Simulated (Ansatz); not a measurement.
The reference is Ti in the hcp (Mg type) structure (space group P6_3/mmc, No. 194; a = 2.864 Å, c = 4.537 Å; relaxed with 0.1 eV smearing). Axes: x lies along a and z along c of the hexagonal cell.

Method: plane-wave PAW DFT at the LDA level (Ansatz, a quantum-chemistry and plane-wave program, 420 eV), no spin-orbit coupling.

One thing is altered: the cell is scaled by 1.0250 in all directions, atoms relaxed at fixed cell.

Problem. Predict the stress tensor and what it implies for the stiffness.

Solution. Stress of the strained cell less that of the base (GPa, compression positive):
```
   -8.1     0.0     0.0
    0.0    -8.1     0.0
    0.0     0.0    -8.4
```

Then B = −ΔP/(ΔV/V₀) with ΔV/V₀ = 0.0769 gives secant stiffness values (nonlinear terms included at this strain): B (at held cell shape, above the free-shape value) ≈ 107 GPa.

As a check, the harmonic strain energy −½ V₀ Δσ:ε is 31 meV/atom; the computed energy rise is 34 meV/atom.

Stability against distortions was not tested. The final runs are not spin-polarised.
